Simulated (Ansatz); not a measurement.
Take Cu3N (space group Pm-3m, No. 221; a = 3.765 Å) as the base. Axes: x, y, z lie along the cube axes.

Method: DFT with PBEsol, PAW potentials and a 420 eV plane-wave cutoff in Ansatz (a first-principles code), without spin-orbit coupling.

Strains are applied to the cell and any free atomic positions relax; under biaxial strain the out-of-plane vector relaxes too.

One change was made to it. Results:

| quantity | base | after |
|---|---|---|
| volume per atom | 13.34 Å³ | 13.37 Å³ |
| pressure (mean of the normal stresses, compression positive) | 0.0 GPa | -0.3 GPa |
| energy relative to the base (free energy F) | 0 meV/atom | +0.2 meV/atom |

**Question.** Which of these changes matches the shifts?
(A) biaxial strain +0.50 %, plane normal [111], relaxed out of plane
(B) biaxial strain +1.50 %, plane normal [111], relaxed out of plane
(C) biaxial strain +2.50 %, plane normal [111], relaxed out of plane

**Answer.** A, biaxial strain +0.50 %, plane normal [111], relaxed out of plane. For comparison, the energy relative to the base in the other runs: biaxial strain +1.50 %, plane normal [111], relaxed out of plane gives +1.8 meV/atom; biaxial strain +2.50 %, plane normal [111], relaxed out of plane gives +4.9 meV/atom.

Stability against distortions was not tested. The final runs are not spin-polarised.
